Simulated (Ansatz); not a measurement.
The starting structures come from a database of crystals and need not be the phases stable at ambient conditions.

By PBEsol, the system below comes out a metal.

Without scattering a metal conducts by its projected Fermi surface.

Input:

```xyz
1
Lattice="3.9120 0.0000 0.0000 0.0000 3.9120 0.0000 1.9560 -1.9560 1.9560" Properties=species:S:1:pos:R:3 pbc="T T T"
Tl     0.0000     0.0000     0.0000
```

Space group of this cell: Im-3m, bcc (W type). The cell is taken as given; by PBEsol its mean pressure is -1.5 GPa.

The current flows along the normal of the first two printed cell vectors, the (001) plane of the conventional cell. No spin-orbit coupling; the value is a mean over 0.1 eV about the Fermi level.

Task: Give the ballistic conductance per area that PBEsol (Ansatz, a program for electronic structure) yields.

Result: 0.75 × 10¹⁵ S/m² for both spins.
